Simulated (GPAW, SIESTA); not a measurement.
A GPAW input for a self-consistent single point of MgH₂ (P4_2/mnm, 6 atoms in the cell) (DFT LDA (Perdew-Wang 92), plane waves, GPAW PAW datasets LDA (gpaw-data 1.0.1)):

```python
from ase import Atoms
from ase.units import GPa
from gpaw import GPAW

atoms = Atoms(['Mg', 'Mg', 'H', 'H', 'H', 'H'],
              cell=[[4.532201, 0.000000, 0.000000],
                    [0.000000, 4.532201, 0.000000],
                    [0.000000, 0.000000, 3.029647]],
              scaled_positions=[[0.500000, 0.500000, 0.500000],
                                [0.000000, 0.000000, 0.000000],
                                [0.695570, 0.695570, 0.000000],
                                [0.304430, 0.304430, 0.000000],
                                [0.804430, 0.195570, 0.500000],
                                [0.195570, 0.804430, 0.500000]],
              pbc=True)

calc = GPAW(mode={'name': 'pw', 'ecut': 850},
            xc='LDA',
            kpts={'size': (6, 6, 9), 'gamma': True},
            occupations={'name': 'fixed-uniform'},
            nbands=-8,
            convergence={'density': 1e-05, 'bands': -6},
            symmetry={'symmorphic': False, 'tolerance': 0.0005},
            maxiter=100)

atoms.calc = calc

energy = atoms.get_potential_energy()
print('Energy (eV):', round(energy, 6))
forces = atoms.get_forces()
print('Forces (eV/Ang):')
print(forces.round(5))
stress = atoms.get_stress()
print('Stress (GPa, Voigt):', (stress / GPa).round(4))
```

Task: Give the SIESTA input for the same structure, mesh, smearing and functional.

Result: This is the input that was run; spellings and numerical settings could be chosen otherwise.

```
# files in the folder: Mg.psml H.psml (PseudoDojo LDA standard)
SystemName  MgH2
SystemLabel mgh2

NumberOfAtoms                6
NumberOfSpecies              2
%block ChemicalSpeciesLabel
  1 12 Mg
  2 1 H
%endblock ChemicalSpeciesLabel
LatticeConstant              1.0 Ang
%block LatticeVectors
     4.532201000    0.000000000    0.000000000
     0.000000000    4.532201000    0.000000000
     0.000000000    0.000000000    3.029647000
%endblock LatticeVectors
AtomicCoordinatesFormat      Ang
%block AtomicCoordinatesAndAtomicSpecies
     2.266100500    2.266100500    1.514823500  1
     0.000000000    0.000000000    0.000000000  1
     3.152463050    3.152463050    0.000000000  2
     1.379737950    1.379737950    0.000000000  2
     3.645838450    0.886362550    1.514823500  2
     0.886362550    3.645838450    1.514823500  2
%endblock AtomicCoordinatesAndAtomicSpecies

XC.functional                LDA
XC.authors                   PW92
PAO.BasisSize                DZP
PAO.EnergyShift              0.005 Ry
MeshCutoff                   400 Ry
%block kgrid.MonkhorstPack
    6   0   0  0.0
    0   6   0  0.0
    0   0   9  0.0
%endblock kgrid.MonkhorstPack
OccupationFunction           FD
ElectronicTemperature        10 K

MaxSCFIterations             150
SCF.Mixer.Method             Broyden
SCF.Mixer.Weight             0.25
SCF.Mixer.History            8
SCF.DM.Tolerance             1.0E-04
Diag.ParallelOverK           true
WriteForces                  true
```

Basis, cutoffs, solver keys and any potentials are the target program's own. This input uses DFT, LDA PW92, numerical atomic orbitals DZP, PseudoDojo LDA standard norm-conserving potentials (rewritten from UPF to PSML). LDA parametrisations can differ slightly between programs. Both were run: pressure -3.18 GPa in GPAW and -1.38 in SIESTA; largest force 0.010 eV/Å in GPAW and 0.016 in SIESTA; gap on the mesh 3.511 eV in GPAW and 3.442 in SIESTA.

On GPAW: the starting cell comes from a database of computed structures (which also holds hypothetical and non-ambient phases and stackings), without a prior relaxation at this level. Its lattice was rescaled by a random factor within 2.5 % of one. With a pressure of about -3 GPa the cell is away from its equilibrium volume at this level.

On SIESTA: the starting cell comes from a database of computed structures (which also holds hypothetical and non-ambient phases and stackings), without a prior relaxation at this level. Its lattice was rescaled by a random factor within 2.5 % of one. Values carry the incompleteness of an atom-centred basis.
